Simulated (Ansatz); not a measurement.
Start from CdGeAs₂ in the chalcopyrite structure (space group I-42d, No. 122; a = 5.942 Å, c = 11.313 Å). Axes: x, y, z lie along a, b, c of the conventional cell.

Level of theory: PBEsol (Ansatz, a quantum-chemistry and plane-wave program, PAW, no SOC).

One thing is altered: uniaxial strain ε_xx = +1.14 %, all other strain components held at zero; the atoms relax in the strained cell.

**Question.** How does this affect the energy relative to the base and stress?

**Answer.** The energy rises by 0.9 meV/atom; the stress (xx, yy, zz, yz, xz, xy; compression positive) is (-1.01, -0.53, -0.54, 0.00, 0.00, 0.00) GPa.

No phonon test of stability was made.
